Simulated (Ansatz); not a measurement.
VIr (Cmmm, No. 65, 4 atoms in the cell)

All values below come from LDA (plane waves, PAW; Ansatz, a program for electronic structure).

Run with plane-wave cutoff 500 eV, 12×12×20 k mesh (along the axes of the cell as run), Fermi–Dirac smearing 0.1 eV, no spin polarisation, scalar-relativistic PAW data made under PBE.

Cell (relaxed at this level):

IrV has the orthorhombic space group Cmmm (No. 65), Pearson symbol oS8. Conventional cell: a = 5.737 Å, b = 6.620 Å, c = 2.758 Å, α = β = γ = 90.00°. V on 4g is coordinated by 1 V at 2.335 Å and 2 V at 2.758 Å and 8 Ir at 2.612 Å. Ir on 4j sees 8 V at 2.612 Å and 5 Ir at 2.758–2.906 Å. (Neighbours: up to the widest gap in distance over summed covalent radii, below 1.35, at either atom.)
(The calculation used a cell of 4 atoms; values per cell refer to that cell.)

```yaml
band_gap: none
```

Note: the relaxation could not lower the start's symmetry, so the cell can be a saddle point above a distorted one.

Spin–orbit coupling is not included.

The computed numbers hold no vibrational or temperature effects.
